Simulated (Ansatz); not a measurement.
Results of LDA (Ansatz, a program for electronic structure, PAW) for AgI (model structure, started from the HgO type, P6₄22, No. 181, 6 atoms in the cell).

Settings: plane-wave cutoff 520 eV, 12×12×4 k mesh (along the axes of the cell as run), Fermi–Dirac smearing 0.01 eV, no spin polarisation, scalar-relativistic PAW data made under PBE.

Cell (relaxed with PBEsol):

```cif
data_Ag3I3
_chemical_formula_sum 'Ag3 I3'
_space_group_name_H-M_alt 'P 1'
_space_group_IT_number 1
_cell_length_a 4.44881
_cell_length_b 4.44881
_cell_length_c 10.39415
_cell_angle_alpha 90.000
_cell_angle_beta 90.000
_cell_angle_gamma 120.000
loop_
_space_group_symop_operation_xyz
  'x, y, z'
loop_
_atom_site_label
_atom_site_type_symbol
_atom_site_fract_x
_atom_site_fract_y
_atom_site_fract_z
_atom_site_occupancy
Ag1 Ag 0.49996 0.49996 0.50000 1
Ag2 Ag 0.50004 0.00000 0.83333 1
Ag3 Ag 0.00000 0.50004 0.16667 1
I1 I 0.49998 0.49998 0.00000 1
I2 I 0.50002 0.00000 0.33333 1
I3 I 0.00000 0.50002 0.66667 1
```

### Question
What does this level give for the band gap and smallest direct gap on the k points sampled?

### Answer

* **band gap**: 0.45 eV
* **smallest direct gap on the k points sampled**: 1.00 eV

Note: the relaxation could raise the start's symmetry but not lower it, so the cell can be a saddle point; cell and atoms aren't relaxed at this level (pressure -1.9 GPa).

Spin–orbit coupling is not included; with these elements it can move the gap by several tenths of an eV or more.

The computed numbers hold no vibrational or temperature effects.

A model structure was made by putting elements into a prototype or built by hand; it is no filed structure, need not be a known phase, and can be a saddle point held by its symmetry.
